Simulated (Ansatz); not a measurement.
Functionals compared on a constructed model of the (0001) surface of hcp Ti, a pseudomorphic layer of W in the host's stacking (bottom of the slab: a bare face, its two planes held), in Ansatz (plane waves, PAW). The structure was relaxed with PBE; the other rows are single points on it. Cutoff 420 eV (500 eV for r2SCAN).

Slab: 7 atoms, 14.5 Å thick at the start; k 15x15x1, smearing 0.1 eV, dipole-corrected; 2 atoms held, the rest relaxed; start symmetry kept, larger cells not searched; no spin, no spin-orbit, no U. It is one candidate, not shown to be the stable structure of the face. These notes are the PBE run's.

```tsv
functional	work function of the top face (eV)	rough cost of the single point
PBE	5.00	–
RPBE	[?]	about 29 core-seconds (a rough figure)
r2SCAN	5.09	roughly 50 core-seconds
```

What belongs in the gaps?


- RPBE, work function of the top face (eV): 4.87

Ansatz is an electronic-structure program.
